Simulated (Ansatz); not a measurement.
Take W in the fcc (Cu type) structure (space group Fm-3m, No. 225; a = 3.998 Å) as the base. Axes: x, y, z lie along the cube axes.

All numbers come from PBEsol in Ansatz (plane waves to 420 eV, PAW, scalar-relativistic without spin-orbit coupling).

Base values:

| Quantity | Value |
|---|---|
| Band gap | zero |

Now apply this change: a free-standing slab of 5 layers (5 atoms, 1 a layer) is cut normal to [111], with 15 Å of vacuum and the in-plane cell held at bulk.

Q: What does the calculation give for the change of the spacing d23 from its bulk value of 2.308 Å, change of the spacing d12 from its bulk value of 2.308 Å, excess energy per area of both faces and band gap after the change?

A: The change of the spacing d23 from its bulk value of 2.308 Å comes out as +0.4 %; the change of the spacing d12 from its bulk value of 2.308 Å comes out as +1.1 %; the excess energy per area of both faces (slab less bulk energy over the cell's area: twice a surface energy) amounts to 5.8 J/m² (uncertain by up to 0.1 J/m²); the band gap stays zero.

The excess energy carries the mismatch between the slab's and the bulk's meshes. Whether these cells are dynamically stable was not tested. The final runs are not spin-polarised. This is not the structure that W has at room temperature and ambient pressure.

Ansatz is a quantum-chemistry and plane-wave program.
